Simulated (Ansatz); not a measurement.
# Ag (I4/mmm): band-structure transport figures

Here is the system:

```
Ag
1.0
    0.00000     2.00483     2.06243
    2.00483     0.00000     2.06243
    2.00483     2.00483     0.00000
Ag
1
Direct
  0.00000   0.00000   0.00000
```

Computed with PBEsol, rigid bands (plane waves, PAW, scalar-relativistic; Ansatz, a first-principles code). Condition of this run: biaxial stress xx = yy = 1 GPa (compression positive) (the target of the relaxation). Geometry: cell and atoms relaxed with PBEsol, then loaded as said.

- density of states at the Fermi level: 0.262 states/(eV·cell), both spins
- bare Sommerfeld coefficient: 0.62 mJ/(mol of atoms·K²)
- Drude plasma energy: 9.2 eV
- root-mean-square Fermi velocity: 1.4e6 m/s
- resistivity times τ: 5.8 ×10⁻²² Ω·m·s
- resistivity times mean free path: 8.3 ×10⁻¹⁶ Ω·m²

A metal at this level (no band gap); rigid bands, thermally averaged at 300 K, both spins. Spin-orbit coupling is left out. τ is one relaxation time for all states; the product of resistivity and mean free path takes one path for all states instead.
